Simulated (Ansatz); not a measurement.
Cells marked so need not be the phases stable at ambient conditions, and some may be hypothetical.

 Where the default PAW files enter, the runs use the earlier of Ansatz's two default sets.

The gap is the functional's own, uncorrected, and κ follows it; spin-orbit coupling is left out. Mid-gap values are interpolated between the computed energies.

A. K2S (Fm-3m, anti-fluorite, not sure to be the ambient phase, 3 atoms a cell, 34.0 Å³ an atom), along the normal of (111)
B. Sr(CdP)$_{2}$ (P-3m1, not sure to be the ambient phase, 5 atoms a cell, 24.1 Å³ an atom, -2 GPa at this level), along the normal of (100)
C. CuRhO2 (R-3m, not sure to be the ambient phase, 4 atoms a cell, 11.7 Å³ an atom, -4 GPa at this level), along the normal of (110)

Problem. Put the candidates in order of mid-gap decay constant of the slowest evanescent state, highest first, for PBEsol run with Ansatz (a program for electronic structure).

Solution. A (0.27 1/Å), C (0.18 1/Å), B (0.05 1/Å)
